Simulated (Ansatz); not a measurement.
## WAlB (Cmcm, No. 63, 6 atoms in the cell; start mp-1070916)

These are LDA (Ansatz, a quantum-chemistry and plane-wave program, PAW) values and carry that method's errors.

Run with plane-wave cutoff 520 eV, 18×18×18 k mesh, Fermi–Dirac smearing 0.05 eV, no spin polarisation, scalar-relativistic PAW data made under PBE.

Cell (relaxed at this level):

```cif
data_Al4B4W4
_chemical_formula_sum 'Al4 B4 W4'
_space_group_name_H-M_alt 'Cmcm'
_space_group_IT_number 63
_space_group_name_Hall '-C 2c 2'
_cell_length_a 3.17373
_cell_length_b 13.80887
_cell_length_c 3.08175
_cell_angle_alpha 90.000
_cell_angle_beta 90.000
_cell_angle_gamma 90.000
loop_
_space_group_symop_operation_xyz
  'x, y, z'
  '-x, -y, -z'
  '-x, -y, z+1/2'
  'x, y, -z+1/2'
  'x, -y, -z'
  '-x, y, z'
  '-x, y, -z+1/2'
  'x, -y, z+1/2'
  'x+1/2, y+1/2, z'
  '-x+1/2, -y+1/2, -z'
  '-x+1/2, -y+1/2, z+1/2'
  'x+1/2, y+1/2, -z+1/2'
  'x+1/2, -y+1/2, -z'
  '-x+1/2, y+1/2, z'
  '-x+1/2, y+1/2, -z+1/2'
  'x+1/2, -y+1/2, z+1/2'
loop_
_atom_site_label
_atom_site_type_symbol
_atom_site_symmetry_multiplicity
_atom_site_Wyckoff_symbol
_atom_site_fract_x
_atom_site_fract_y
_atom_site_fract_z
_atom_site_occupancy
Al1 Al 4 c 0.00000 0.69976 0.25000 1
B1 B 4 c 0.00000 0.53413 0.25000 1
W1 W 4 c 0.00000 0.09014 0.75000 1
```
(The calculation used a cell of 6 atoms; values per cell refer to that cell.)

```json
{
 "bulk_modulus": "248 GPa"
}
```

Note: the run has no spin polarisation, so it can have missed a magnetic state; the bulk modulus is −V dP/dV from two relaxed cells at ±2 % in volume; the relaxation could not lower the start's symmetry, so the cell can be a saddle point above a distorted one.

Spin–orbit coupling is not included; it can open a gap where bands touch, and shift volumes and moduli.

The computed numbers hold no vibrational or temperature effects.

It cost around 8 core-minutes (rough) of CPU time.

A start named mp-… is a Materials Project structure, which need not be a measured phase.
